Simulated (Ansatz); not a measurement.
Input and output of a self-consistent single point for HfOs (P4mm, 2 atoms in the cell) (Ansatz, a quantum-chemistry and plane-wave program).

Level of theory: PBEsol, default PAW files made with PBE (plane waves; Ansatz).

```xyz
2
Lattice="3.2273 0.0000 0.0000 0.0000 3.2273 0.0000 0.0000 0.0000 3.2273" Properties=species:S:1:pos:R:3 pbc="T T T"
Hf     0.0000     0.0000     0.0500
Os     1.6136     1.6136     1.6136
```

Reference input (self-consistent single point, DFT, PBEsol, plane waves, default PAW files made with PBE): basis.ecutwfc = 420 eV; kpoints.mp_grid.grid = 10 10 10; hamiltonian.xc = pbesol; hamiltonian.pseudopotentials = {kind: paw} (the program's default PAW files); scf.occupations.method = gaussian; scf.occupations.width = 0.1 eV. This run's input differs from it in these lines:

Ansatz 0.2 input:
```diff
@@ -13,3 +13,4 @@
   mp_grid:
-    grid: [10, 10, 10]
+    grid: [22, 22, 22]
+    shift: [0.5, 0.5, 0.5]
 hamiltonian:
```

Output (repeated stretches shortened):

```
SCF iter   1: F=—  HF=-26850.376638 eV  |F-HF|=—  |Δ(HF+E_count)|=         —  Δρ=8.57e-3  dr2=5.00e-2  ethr=1.77e-3  ⟨swp⟩=4.8  Hψ=67891  notcnv=0
all-band conjugate gradients solve this SCF's bands
preconditioner: auto → Kerker (q_TF=auto, 2.831 Å⁻¹)
SCF iter   2: F=—  HF=-26850.371777 eV  |F-HF|=—  |Δ(HF+E_count)|=   4.86e-3  Δρ=4.98e-3  dr2=1.77e-2  ethr=1.19e-4  ⟨swp⟩=1.0  Hψ=24684  notcnv=0
SCF iter   3: F=—  HF=-26850.369010 eV  |F-HF|=—  |Δ(HF+E_count)|=   2.77e-3  Δρ=7.41e-4  dr2=2.59e-4  ethr=4.23e-5  ⟨swp⟩=2.0  Hψ=20725  notcnv=0  defer=7
SCF iter   4: F=—  HF=-26850.369103 eV  |F-HF|=—  |Δ(HF+E_count)|=   9.31e-5  Δρ=5.75e-4  dr2=5.96e-5  ethr=6.17e-7  ⟨swp⟩=2.0  Hψ=32751  notcnv=0  defer=9
SCF iter   5: F=—  HF=-26850.368928 eV  |F-HF|=—  |Δ(HF+E_count)|=   1.75e-4  Δρ=8.67e-5  dr2=1.72e-6  ethr=1.42e-7  ⟨swp⟩=3.0  Hψ=36023  notcnv=0  defer=6
SCF iter   6: F=-26850.368920 eV  HF=-26850.368920 eV  |F-HF|=3.99e-8  |Δ(HF+E_count)|=   7.61e-6  Δρ=1.19e-5  dr2=3.24e-8  ethr=2.38e-10  ⟨swp⟩=6.6  Hψ=96596  notcnv=0
SCF 1 converged in 6 iterations: F = -26850.368920 eV  dr2 = 3.24e-8
Free energy (F): -26850.368920 eV
Internal energy: -26850.367372 eV  (E = F + TS)
E sigma→0 (E₀):  -26850.368146 eV
Entropy (-TS):   -0.001548 eV (-0.774 meV/atom)
Fermi energy:    23.896532 eV
--- Forces (eV/Å), atoms counted from 1 ---
  atom   1  Hf     0.00000000     0.00000000    -0.41439475
  atom   2  Os    -0.00000000     0.00000000     0.41438695
--- Stress (GPa, compression-positive) ---
       -0.492639       0.000000       0.000000
        0.000000      -0.492639       0.000000
        0.000000       0.000000      -0.607774
  P = ⅓ Tr σ = -0.5310 GPa (-5.310 kbar)
  The stress holds the Pulay correction. Without it, at fixed plane waves, as pw.x and ABINIT print it: P = -0.6055 GPa
```

The run converged in 6 iterations. Against the reference run the free energy stays essentially unchanged (within 1 meV/atom), the pressure goes from -0.89 to -0.53 GPa and the largest force goes from 0.433 to 0.414 eV/Å.

The starting cell comes from a database of computed structures (which also holds hypothetical and non-ambient phases and stackings), without a prior relaxation at this level. Its lattice was rescaled by up to half a per cent. One atom was moved a little off its site on purpose. Spin polarisation is off. Ansatz's pressure includes its estimate of the finite-basis (Pulay) stress.

Cost on one core of a shared machine: roughly 40 s.
